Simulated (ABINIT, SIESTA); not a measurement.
An ABINIT input for a self-consistent single point of SbPt (P6_3/mmc, 4 atoms in the cell) (DFT, LDA (PW92), plane waves, norm-conserving pseudopotentials (PseudoDojo nc-sr-04 LDA standard)):

```
# SbPt, PseudoDojo nc-sr-04 LDA standard
pp_dirpath "./"
pseudos "Sb.upf, Pt.upf"
acell 7.7623838483 7.7623838483 10.2927618344
rprim
         1.0000000000   -0.0000000402    0.0000000000
        -0.4999999652    0.8660254239    0.0000000000
         0.0000000000    0.0000000000    1.0000000000
natom 4
ntypat 2
znucl 51 78
typat 1 1 2 2
xcart
         2.0538383651    1.1857840228    4.0850212500
         0.0000000954    2.3715682108    1.3616737500
         0.0000000000    0.0000000000    2.7233475000
         0.0000000000    0.0000000000    0.0000000000
      Angstrom
ecut 1143 eV
occopt 3
tsmear 0.00367493
nband 42
kptopt 1
ngkpt 8 8 5
nshiftk 1
shiftk 0 0 0
nstep 60
toldfe 1.0e-09
prtwf 0
prtden 0
enunit 1
```

Question: Translate this input to SIESTA.

Answer: One input that does it (others would too):

```
# files in the folder: Sb.psml Pt.psml (PseudoDojo LDA standard)
SystemName  SbPt
SystemLabel sbpt

NumberOfAtoms                4
NumberOfSpecies              2
%block ChemicalSpeciesLabel
  1 51 Sb
  2 78 Pt
%endblock ChemicalSpeciesLabel
LatticeConstant              1.0 Bohr
%block LatticeVectors
     7.762384538    0.000000000    0.000000000
    -3.881191324    6.722421009    0.000000000
     0.000000000    0.000000000   10.292761834
%endblock LatticeVectors
AtomicCoordinatesFormat      Ang
%block AtomicCoordinatesAndAtomicSpecies
     2.053840721    1.185782814    4.085021250  1
    -0.000001721    2.371569186    1.361673750  1
     0.000000000    0.000000000    2.723347500  2
     0.000000000    0.000000000    0.000000000  2
%endblock AtomicCoordinatesAndAtomicSpecies

XC.functional                LDA
XC.authors                   PW92
PAO.BasisSize                DZP
PAO.EnergyShift              0.005 Ry
MeshCutoff                   300 Ry
%block kgrid.MonkhorstPack
    8   0   0  0.0
    0   8   0  0.0
    0   0   5  0.0
%endblock kgrid.MonkhorstPack
OccupationFunction           FD
ElectronicTemperature        100.0 meV

MaxSCFIterations             150
SCF.Mixer.Method             Pulay
SCF.Mixer.Weight             0.2
SCF.Mixer.History            8
SCF.DM.Tolerance             1.0E-05
Diag.ParallelOverK           true
WriteForces                  true
Charge.Mulliken              end
```

Basis settings and potentials, where a program has them, do not carry over. This input uses DFT, LDA PW92, numerical atomic orbitals DZP, PseudoDojo LDA standard norm-conserving potentials (rewritten from UPF to PSML). LDA parametrisations can differ slightly between programs. Both were run: pressure 2.51 GPa in ABINIT and 5.95 in SIESTA.

On ABINIT: the starting cell comes from a database of computed structures (which also holds hypothetical and non-ambient phases and stackings), without a prior relaxation at this level. Its lattice was rescaled by a random factor within 2.5 % of one. Spin polarisation is off.

On SIESTA: the starting cell comes from a database of computed structures (which also holds hypothetical and non-ambient phases and stackings), without a prior relaxation at this level. Its lattice was rescaled by a random factor within 2.5 % of one. Spin polarisation is off. Values carry the incompleteness of an atom-centred basis. With a pressure of about 6 GPa the cell is away from its equilibrium volume at this level.
